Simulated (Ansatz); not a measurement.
Cell and atoms of amorphous Ta₁₆O₄₂Si:

```xyz
59
Lattice="9.4231 0.0000 0.0000 0.0000 9.4231 0.0000 0.0000 0.0000 9.4231" Properties=species:S:1:pos:R:3 pbc="T T T"
Ta     6.9443     2.1372     4.3290
Ta     1.2652     4.4909     7.3675
Ta     3.3703     0.6386     4.0303
Ta     3.3014     4.7424     1.7364
Ta     4.5554     4.5544     5.2158
Ta     8.4261     1.5471     7.6633
Ta     1.4142     8.2525     1.6732
Ta     4.2025     3.5718     7.9652
Ta     4.2720     1.1893     0.7025
Ta     5.3532     6.9727     7.4284
Ta     0.3544     6.6888     4.7397
Ta     6.2292     7.9343     4.5011
Ta     2.1100     8.8358     7.3804
Ta     9.3948     5.2340     1.2665
Ta     7.6730     0.0169     1.7224
Ta     0.3069     2.4648     2.7295
O      7.5396     5.5624     0.9298
O      6.2257     3.8841     4.4197
O      1.9221     1.8591     3.6589
O      5.8042     0.2625     1.2331
O      3.4814     4.5925     3.7441
O      2.3211     2.9866     7.9278
O      8.8237     2.7734     4.3563
O      6.6691     7.6052     2.4252
O      8.9503     7.8919     1.4131
O      5.3185     2.4140     8.9279
O      9.1254     3.2521     7.6514
O      0.5414     5.0088     5.6835
O      4.9457     1.6122     3.9305
O      7.5575     1.8970     2.4432
O      7.9441     0.7171     9.3122
O      7.2056     0.0814     3.9340
O      7.2194     1.6080     6.1978
O      8.0240     7.1380     4.9891
O      1.3625     8.0162     3.7024
O      3.7722     2.8351     1.5610
O      5.5081     5.0087     7.4343
O      3.0099     0.0804     1.9814
O      1.5150     3.9575     2.0831
O      3.6354     7.5258     7.5172
O      5.3306     6.3317     5.3442
O      1.5485     8.4619     9.2143
O      5.0093     5.6903     1.9274
O      1.1922     7.5252     6.3887
O      6.1836     8.3851     6.4400
O      4.4878     8.4222     3.9887
O      2.0203     6.3945     1.6082
O      2.9032     0.3121     5.8294
O      4.4883     2.8868     6.1873
O      0.7057     5.4933     8.8533
O      3.0357     4.9794     6.5397
O      5.9087     7.1995     9.2436
O      3.5418     4.8802     9.2825
O      0.2591     0.6594     2.0292
O      3.4336     0.5431     8.6287
O      9.3387     5.7030     3.1259
O      8.9138     3.4256     1.1452
O      0.4813     0.5961     7.1792
Si     6.2552     6.4794     1.2731
```

All values below come from PBE, scalar-relativistic without spin-orbit coupling (plane waves to 420 eV, PAW; Ansatz, a program for electronic structure).

A CHGNet melt-quench gave the starting glass, which DFT then relaxed. O atoms were pushed apart under 1.9 Å during the dynamics, to hinder bonds among them. The hot cell started wider than the set density and was brought back towards it in steps. It is the lowest in DFT energy of 2 quenches. It is a model cell: composition and starting density were chosen by hand, and all elements were melted together. No dispersion term was used. Its density started from a set value of 7.13 and ended at 7.13 g/cm³. Cooling (nominally 300 K/ps over its main leg) ran many orders faster than in experiment, which tends to leave more defects and strain. One small periodic cell is one sample of the glass; other quenches scatter about these values. The volume was held where the preparation left it, at a PBE pressure of 1.2 GPa. Stress components on the final sampling reach 3.2 GPa. On a 2×2×2 Γ-centred mesh force components of up to 0.16 eV/Å stay, since the relaxation ran on the zone centre alone. Cycles of charging lowered its energy after that relaxation.

Cut-offs for bonds: Ta-Ta 3.12 Å, Ta-O 2.54 Å, Ta-Si 2.78 Å, O-O 1.58 Å, O-Si 2.12 Å, Si-Si 2.60 Å. Two cations that share two anions don't count as bonded, nor two that share one unless they lie closer than Ta-Ta 3.04 Å, Ta-Si 2.71 Å, Si-Si 2.38 Å.

Question: Give the coordination numbers, mean bond lengths and angles.

Answer: 
```yaml
Mean coordination of Ta by anions: 5.62 (1 with 4, 5 with 5, 9 with 6, 1 with 7)
Mean coordination of O: 2.24 (32 with 2, 10 with 3)
Mean coordination of Si by anions: 4.00 (1 with 4)
Mean Ta-O bond: 1.994 Å (spread 0.122 Å, 90 counted)
Mean O-Si bond: 1.637 Å (spread 0.023 Å, 4 counted)
Bond angle at Ta: mean 104.4°, spread 28.6°
Bond angle at O: mean 128.9°, spread 24.1°
Bond angle at Si: mean 109.5°, spread 4.6°
```

Question: List the pairs of like atoms that count as bonded by the rules above.

Answer: There are none by these rules.
